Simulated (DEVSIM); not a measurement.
Device: illuminated Si p-on-n cell, one wavelength, at 300 K.

Layer 1 from the left is Si, thickness (μm) 0.540, Na (cm⁻³) 1.2e19, τn (s) 3.2e-8, τp (s) 2.3e-6, absorption coefficient (cm⁻¹) 3100. Layer 2 from the left is Si, thickness (μm) 57.0, Nd (cm⁻³) 5.4e16, τn (s) 2.9e-6, τp (s) 2.9e-6, absorption coefficient (cm⁻¹) 3100.

Left contact: ohmic, minority electron recombination velocity 60000 cm/s. Right contact: ohmic, minority hole recombination velocity 70 cm/s. Voltage is applied to the left contact. Recombination: SRH at mid-gap, radiative. Light enters at the left, 2.4e17 photons cm⁻² s⁻¹, one pass, no reflection. Mobility is constant in doping.

This is a model device: material constants are rounded textbook-type values typed into the input, and sizes, dopings and lifetimes were drawn at random. Values at 300 K.

Si: gap (eV) 1.124, affinity (eV) 4.05, permittivity 11.7, Nc (cm⁻³) 2.86e19, Nv (cm⁻³) 3.1e19, μn (cm²/Vs) 1417, μp (cm²/Vs) 470, B (cm³/s) 4.7e-15.

Simulated with DEVSIM: 1D drift-diffusion, Boltzmann statistics, complete ionisation; no tunnelling, impact ionisation, image-force lowering or self-heating.

Problem. What does the simulation give for the dark forward voltage at 1 A/cm², the short-circuit current?

Solution. dark forward voltage at 1 A/cm² 0.729 V; short-circuit current 37.0 mA/cm².
